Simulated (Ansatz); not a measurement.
Start from SiS2 (space group Ibam, No. 72; a = 6.3657 Å, b = 11.1269 Å, c = 5.5927 Å; made of chains). Axes: x, y, z lie along a, b, c of the conventional cell.

All numbers come from Ansatz (a first-principles code), PBE, PAW, cutoff 420 eV, no spin-orbit coupling.

Before the change:

The band gap is 3.10 eV, the width of the top valence band is 0.75 eV and the smallest direct gap is 3.42 eV. The gap character comes out as indirect, T → G₀–X (25 % along).

Perturbation: uniaxial stress, 8 GPa compression along z, with the cell and atoms free to relax against it.

How does this affect the band gap?

The band gap falls by 0.141 eV (3.10 eV → 2.95 eV).

Estimate the effect on the width of the top valence band.

The width of the top valence band falls by 0.03 eV to 0.72 eV.

What does the calculation give for the energy relative to the base after the change?

The energy rises by 68 meV/atom.

Predict the new smallest direct gap.

The smallest direct gap decreases by 0.08 eV (3.42 eV → 3.34 eV).

How does this affect the gap character?

The gap character changes from indirect, T → G₀–X (25 % along) to indirect, F₀ → G₀–X (33 % along).

Load acts through the strain it causes; cell and atoms are relaxed under it. Stability under load was not tested beyond the relaxation. No dispersion term is included, though the crystal is made of layers, chains or molecules, so its spacings can come out too wide.
